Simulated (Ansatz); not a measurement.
## RuAl: energy against strain

RuAl (CsCl type, Pm-3m, 13.274 Å³/atom at rest) under an equal strain ε in the (111) plane with the normal axis free, as in a coherent film. r2SCAN in Ansatz, a plane-wave DFT program (PAW, default set), 500 eV, 19×19×19 Γ-centred mesh, Fermi-Dirac smearing 0.10 eV; ions are relaxed within the symmetry of each cell.

Here s stands for strain and y for E less E0.

```csv
strain (%),E less E0 (meV/atom)
-1.25,5.67
-0.83,2.42
-0.42,0.57
0.00,0.00
0.42,0.74
0.83,2.70
1.25,5.94
2.50,?
```

Problem. Fit y against s with a parabola, and predict the withheld value at s = 2.50.

Solution. Least squares gives y = 0.000 + 0.1321·s + 3.7153·s². Residuals (row less fit): 0.030, -0.030, -0.030, 0.000, 0.029, 0.031, -0.030; standard error 0.037 (degrees of freedom: 4). Twice the quadratic coefficient over the volume, 2 × 3.7153 meV × 10⁴ × 0.1602 / 13.274 Å³, is twice the biaxial elastic modulus of this plane = 897 ± 6 GPa. At the withheld row, y = 0.000 + 0.1321 × 2.50 + 3.7153 × 2.50² = 23.551 meV/atom. The calculation gives 22.67 meV/atom, 0.881 meV/atom below the prediction (3.9 % of the range of y in the table). The row lies outside the fitted rows, so this is an extrapolation. From the scatter of the fitted rows alone, a prediction at this place has a standard error of 0.141 meV/atom, so the miss is 6.2 times that.

One order more, fitted to all 13 runs of the series, follows each within 0.01, so the miss is the next term of a smooth law. In a metal these values are sensitive to mesh and smearing; energies are taken to zero smearing, stresses follow the free energy. Rows are the converged runs of the series near zero and its far end; series whose fitted rows scatter by over a few per cent of the range, as at a crossing or softening among them, aren't shown in this form. Most that stay on the fit to the last digits aren't either.
